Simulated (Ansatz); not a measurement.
Input and output of a self-consistent single point for ScSi₂Ni₂ (I4mm, 5 atoms in the cell) (Ansatz, a quantum-chemistry and plane-wave program).

Level of theory: PBEsol, default PAW files made with PBE (plane waves; Ansatz).

```yaml
crystal:
  lattice:
    - [-1.89698, 1.89698, 4.73090]
    - [1.89698, -1.89698, 4.73090]
    - [1.89698, 1.89698, -4.73090]
  atoms:
    - { symbol: Sc, position: [0.00528, 0.00528, 0.00000] }
    - { symbol: Si, position: [0.62206, 0.62206, 0.00000] }
    - { symbol: Si, position: [0.37794, 0.37794, 0.00000] }
    - { symbol: Ni, position: [0.25000, 0.75000, 0.50000] }
    - { symbol: Ni, position: [0.75000, 0.25000, 0.50000] }
```

Reference input (self-consistent single point, DFT, PBEsol, plane waves, default PAW files made with PBE): basis.ecutwfc = 420 eV; kpoints.mp_grid.grid = 12 12 12; hamiltonian.xc = pbesol; hamiltonian.pseudopotentials = {kind: paw} (the program's default PAW files); scf.occupations.method = fermi_dirac; scf.occupations.width = 0.1 eV. This run's input differs from it in these lines:

Ansatz 0.2 input:
```diff
@@ -15,3 +15,3 @@
   mp_grid:
-    grid: [12, 12, 12]
+    grid: [20, 20, 20]
 hamiltonian:
@@ -22,4 +22,4 @@
   occupations:
-    method: fermi_dirac
-    width: 0.1
+    method: gaussian
+    width: 1.0
 output:
```

Output, abridged:

```
SCF iter   1: F=—  HF=-14969.336811 eV  |F-HF|=—  |Δ(HF+E_count)|=         —  Δρ=2.79e-2  dr2=4.44e-1  ethr=1.77e-3  ⟨swp⟩=5.1  Hψ=83999  notcnv=0
all-band conjugate gradients solve this SCF's bands
preconditioner: auto → Kerker (q_TF=auto, 2.633 Å⁻¹)
SCF iter   2: F=—  HF=-14969.303651 eV  |F-HF|=—  |Δ(HF+E_count)|=   3.32e-2  Δρ=8.28e-3  dr2=6.39e-2  ethr=8.07e-4  ⟨swp⟩=1.0  Hψ=28204  notcnv=0
SCF iter   3: F=—  HF=-14969.298022 eV  |F-HF|=—  |Δ(HF+E_count)|=   5.63e-3  Δρ=2.81e-3  dr2=1.07e-2  ethr=1.16e-4  ⟨swp⟩=1.0  Hψ=23076  notcnv=0
SCF iter   4: F=—  HF=-14969.296861 eV  |F-HF|=—  |Δ(HF+E_count)|=   1.16e-3  Δρ=5.66e-4  dr2=3.07e-4  ethr=1.95e-5  ⟨swp⟩=1.1  Hψ=23175  notcnv=0
SCF iter   5: F=—  HF=-14969.296818 eV  |F-HF|=—  |Δ(HF+E_count)|=   4.26e-5  Δρ=1.89e-4  dr2=1.97e-5  ethr=5.59e-7  ⟨swp⟩=2.3  Hψ=36120  notcnv=0
SCF iter   6: F=—  HF=-14969.296812 eV  |F-HF|=—  |Δ(HF+E_count)|=   6.22e-6  Δρ=2.69e-5  dr2=6.22e-7  ethr=3.59e-8  ⟨swp⟩=2.4  Hψ=36717  notcnv=0
SCF iter   7: F=-14969.296812 eV  HF=-14969.296812 eV  |F-HF|=2.22e-8  |Δ(HF+E_count)|=   1.09e-7  Δρ=8.85e-6  dr2=4.64e-8  ethr=1.82e-10  ⟨swp⟩=6.3  Hψ=101290  notcnv=0
SCF 1 converged in 7 iterations: F = -14969.296812 eV  dr2 = 4.64e-8
Free energy (F): -14969.296812 eV
Internal energy: -14968.001020 eV  (E = F + TS)
E sigma→0 (E₀):  -14968.648916 eV
Entropy (-TS):   -1.295792 eV (-259.158 meV/atom)
Fermi energy:    13.638765 eV
--- Forces (eV/Å), atoms counted from 1 ---
  atom   1  Sc    -0.00000000     0.00000000    -0.25081111
  atom   2  Si     0.00000000     0.00000000     0.03111434
  atom   3  Si    -0.00000000     0.00000000     0.07615343
  atom   4  Ni    -0.00000000    -0.00000000     0.07177112
  atom   5  Ni     0.00000000    -0.00000000     0.07177112
--- Stress (GPa, compression-positive) ---
       -0.314312       0.000000      -0.000000
        0.000000      -0.314312       0.000000
       -0.000000       0.000000       2.780615
  P = ⅓ Tr σ = 0.7173 GPa (7.173 kbar)
  The stress holds the Pulay correction. Without it, at fixed plane waves, as pw.x and ABINIT print it: P = 0.6724 GPa
```

The run converged in 7 iterations. Against the reference run the free energy falls by 131 meV/atom, the pressure goes from -0.51 to 0.72 GPa and the largest force moves little (0.255 to 0.251 eV/Å).

The starting cell comes from a database of computed structures (which also holds hypothetical and non-ambient phases and stackings), without a prior relaxation at this level. Its lattice was rescaled by up to half a per cent. One atom was moved a little off its site on purpose. Spin polarisation is off. Ansatz's pressure includes its estimate of the finite-basis (Pulay) stress.

Cost on one core of a shared machine: roughly 2 min.
